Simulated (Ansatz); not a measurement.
Density of states of YAl₃ (P6_3/mmc) near the Fermi level, Ansatz (an electronic-structure program) with PBEsol, rigid bands.

```json
[
 {"E − E_F (eV)": "-1.95", "states/eV/cell": "4.69"},
 {"E − E_F (eV)": "-1.85", "states/eV/cell": "4.36"},
 {"E − E_F (eV)": "-1.75", "states/eV/cell": "4.78"},
 {"E − E_F (eV)": "-1.65", "states/eV/cell": "4.76"},
 {"E − E_F (eV)": "-1.55", "states/eV/cell": "5.57"},
 {"E − E_F (eV)": "-1.45", "states/eV/cell": "6.17"},
 {"E − E_F (eV)": "-1.35", "states/eV/cell": "5.62"},
 {"E − E_F (eV)": "-1.25", "states/eV/cell": "4.85"},
 {"E − E_F (eV)": "-1.15", "states/eV/cell": "4.17"},
 {"E − E_F (eV)": "-1.05", "states/eV/cell": "3.83"},
 {"E − E_F (eV)": "-0.95", "states/eV/cell": "5.18"},
 {"E − E_F (eV)": "-0.85", "states/eV/cell": "4.90"},
 {"E − E_F (eV)": "-0.75", "states/eV/cell": "3.87"},
 {"E − E_F (eV)": "-0.65", "states/eV/cell": "3.21"},
 {"E − E_F (eV)": "-0.55", "states/eV/cell": "2.68"},
 {"E − E_F (eV)": "-0.45", "states/eV/cell": "3.16"},
 {"E − E_F (eV)": "-0.35", "states/eV/cell": "3.03"},
 {"E − E_F (eV)": "-0.25", "states/eV/cell": "3.10"},
 {"E − E_F (eV)": "-0.15", "states/eV/cell": "3.46"},
 {"E − E_F (eV)": "-0.05", "states/eV/cell": "3.57"},
 {"E − E_F (eV)": "0.05", "states/eV/cell": "3.10"},
 {"E − E_F (eV)": "0.15", "states/eV/cell": "2.88"},
 {"E − E_F (eV)": "0.25", "states/eV/cell": "2.44"},
 {"E − E_F (eV)": "0.35", "states/eV/cell": "1.47"},
 {"E − E_F (eV)": "0.45", "states/eV/cell": "1.11"},
 {"E − E_F (eV)": "0.55", "states/eV/cell": "1.33"},
 {"E − E_F (eV)": "0.65", "states/eV/cell": "1.78"},
 {"E − E_F (eV)": "0.75", "states/eV/cell": "2.02"},
 {"E − E_F (eV)": "0.85", "states/eV/cell": "2.33"},
 {"E − E_F (eV)": "0.95", "states/eV/cell": "2.68"},
 {"E − E_F (eV)": "1.05", "states/eV/cell": "3.22"},
 {"E − E_F (eV)": "1.15", "states/eV/cell": "3.97"},
 {"E − E_F (eV)": "1.25", "states/eV/cell": "4.89"},
 {"E − E_F (eV)": "1.35", "states/eV/cell": "5.17"},
 {"E − E_F (eV)": "1.45", "states/eV/cell": "5.08"},
 {"E − E_F (eV)": "1.55", "states/eV/cell": "5.68"},
 {"E − E_F (eV)": "1.65", "states/eV/cell": "5.47"},
 {"E − E_F (eV)": "1.75", "states/eV/cell": "5.91"},
 {"E − E_F (eV)": "1.85", "states/eV/cell": "5.51"},
 {"E − E_F (eV)": "1.95", "states/eV/cell": "4.69"}
]
```

With 8 atoms a cell, what bare Sommerfeld coefficient γ = (π²/3) k_B² N(E_F) follows?

N(E_F) ≈ 3.4 states/eV a cell at 300 K, so γ ≈ 1.00 mJ/(mol of atoms·K²), before many-body enhancement (phonons, spin fluctuations, correlation).

How far does the Fermi level move in a rigid band for 0.1 electron a cell added or removed?

30 meV and -29 meV.

A metal at this level (no band gap); rigid bands, thermally averaged at 300 K, both spins. Spin-orbit coupling is left out. Geometry: cell and atoms relaxed with PBEsol.

Computed structure with no diffraction record at hand here (it may be known, metastable or hypothetical): YAl3 (P6_3/mmc).
